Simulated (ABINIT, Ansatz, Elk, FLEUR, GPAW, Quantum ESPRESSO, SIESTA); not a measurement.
One structure in several programs: Fe₃Rh (Fm-3m, 4 atoms in the cell)

Self-consistent single point.

```yaml
crystal:
  lattice:
    - [0.00000, 2.95649, 2.95649]
    - [2.95649, 0.00000, 2.95649]
    - [2.95649, 2.95649, 0.00000]
  atoms:
    - { symbol: Fe, position: [0.75000, 0.75000, 0.75000], spin: 4.0 }
    - { symbol: Fe, position: [0.25000, 0.25000, 0.25000], spin: 4.0 }
    - { symbol: Fe, position: [0.00000, 0.00000, 0.00000], spin: 4.0 }
    - { symbol: Rh, position: [0.50000, 0.50000, 0.50000], spin: 1.0 }
```
(The spins are starting values, not results.)

All programs got the same cell, k-point mesh and kind of occupations, and the same starting moments (in Ansatz's words: kpoints.mp_grid.grid = 8 8 8; magnetization.spin_polarized = true; scf.occupations.method = gaussian; scf.occupations.width = 0.272 eV); potentials, basis and cutoffs are each program's usual ones.

| code | model | pressure (GPa) | size of the net moment (μB/atom) | k-points | cutoff |
|---|---|---|---|---|---|
| SIESTA | GGA PBEsol, numerical atomic orbitals DZP, PseudoDojo PBEsol standard norm-conserving potentials (rewritten from UPF to PSML) | -12.59 | 2.33 | 296 | grid 350 Ry |
| FLEUR | PBEsol, all-electron FLAPW (FLEUR), scalar-relativistic valence | – | 2.30 | 29 | Kmax 3.6 1/bohr |
| GPAW | PBEsol, GPAW PAW datasets PBEsol (made by gpaw-setup) | -9.94 | 2.29 | 29 | 850 eV |
| Quantum ESPRESSO | PBEsol, GBRV 1.5 ultrasoft (PBESOL) pseudopotentials | -10.94 | 2.33 | 29 | 50 Ry |
| Ansatz | PBEsol, PAW files made with PBE | -11.55 | 2.30 | 29 | default |
| Elk | PBEsol, all-electron FP-LAPW, Elk's shipped species files, APW+lo basis with extra local orbitals | – | 2.29 | 29 | rgkmax 8 |
| ABINIT | PBEsol, norm-conserving pseudopotentials (PseudoDojo nc-sr-04 PBEsol standard) | -10.77 | 2.33 | 29 | 45 Ha |

A dash marks a value that a program does not give, or that is left out as unsure.

The spread over the programs that give each value: pressure within 2.65 GPa; size of the net moment within 0.04 μB/atom.

The starting cell comes from a database of computed structures (which also holds hypothetical and non-ambient phases and stackings), without a prior relaxation at this level. Its lattice was rescaled by a random factor within 2.5 % of one. On Ansatz's run: The magnetic order is the one reached from the typed start; others were not searched systematically. In the base run, with a pressure of about -11 GPa the cell is away from its equilibrium volume at this level.

Problem. Why do the programs differ, and what cannot be compared?

Solution. Differences of this kind can come from the potentials, where these differ, and from what each basis and cutoff leave unconverged. The valence holds different numbers of electrons (SIESTA 65, FLEUR 63, GPAW 39, Quantum ESPRESSO 63, Ansatz (a quantum-chemistry and plane-wave program) 65, ABINIT 65). The zero of total energies and Fermi levels follows the potentials and each program's conventions, so they are not compared here. SIESTA uses small atom-centred bases, whose incompleteness enters pressures, forces and empty levels differently from a plane-wave cutoff. FLEUR and Elk treat all electrons, but the usual bases taken here (sphere radii, linearisation, local orbitals, empty states) were not tested for convergence, so the values are no reference for the others. Ansatz's pressure is given at a fixed set of plane waves, as the other plane-wave codes print theirs; with its correction for the finite basis it is -11.40 GPa. Site moments depend on each program's spheres or projections; the total moment of the cell does not. The programs reduce the same mesh by symmetry to different extents, which changes the work and not the result. In the pressure, SIESTA (by 1.73) lies more than 1 GPa from the median of the plane-wave programs.

Keys are those of Ansatz 0.2.
